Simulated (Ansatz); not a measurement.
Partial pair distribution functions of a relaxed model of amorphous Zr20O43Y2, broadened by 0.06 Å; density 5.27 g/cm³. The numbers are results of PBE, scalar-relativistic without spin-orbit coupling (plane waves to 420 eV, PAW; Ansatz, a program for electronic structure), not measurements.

It comes from a melt-quench run on a machine-learned potential (CHGNet), relaxed afterwards by DFT. O atoms were pushed apart under 1.9 Å during the dynamics, to hinder bonds among them. The hot cell started wider than the set density and was brought back towards it in steps. It is the lowest in DFT energy of 2 quenches. It is a model cell: composition and starting density were chosen by hand, and all elements were melted together. No dispersion term was used. Its density started from a set value of 5.28 and ended at 5.27 g/cm³. Cooling (nominally 380 K/ps over its main leg) ran many orders faster than in experiment, which tends to leave more defects and strain. One small periodic cell is one sample of the glass; other quenches scatter about these values. Volume and shape were free in the relaxation. Stress components on the final sampling reach 1.3 GPa. Cycles of charging lowered its energy after that relaxation.

```tsv
r (Å)	g Zr-O	g O-Y	g Zr-Zr	g O-O
1.80	0.02	0.00	0.00	0.00
1.90	0.65	0.00	0.00	0.00
2.00	4.33	0.00	0.00	0.00
2.10	7.42	0.49	0.00	0.00
2.20	5.37	3.58	0.00	0.00
2.30	2.26	5.42	0.00	0.00
2.40	1.03	5.55	0.00	0.24
2.50	0.54	2.34	0.00	1.43
2.60	0.13	0.89	0.00	2.24
2.70	0.07	0.57	0.00	2.66
2.80	0.04	1.33	0.00	2.63
2.90	0.06	0.27	0.00	1.93
3.00	0.03	0.01	0.02	1.72
3.10	0.12	0.19	0.50	1.34
3.20	0.27	0.50	1.53	1.05
3.30	0.42	0.08	2.44	0.98
3.40	0.39	0.00	3.00	0.89
3.50	0.39	0.00	3.55	0.95
3.60	0.76	0.14	2.40	0.96
3.70	1.17	0.76	2.61	0.85
3.80	1.20	0.80	1.68	0.63
3.90	0.99	1.77	1.92	0.80
4.00	0.84	1.17	1.57	0.91
4.10	1.21	1.25	1.12	1.02
4.20	1.16	1.32	0.55	0.87
4.30	1.15	1.04	0.21	0.89
4.40	1.41	0.69	0.44	0.77
4.50	1.63	1.18	0.24	0.61
4.60	1.46	1.73	0.25	0.67
```

Within 2.72 Å each Zr has 6.45 O neighbours on average.
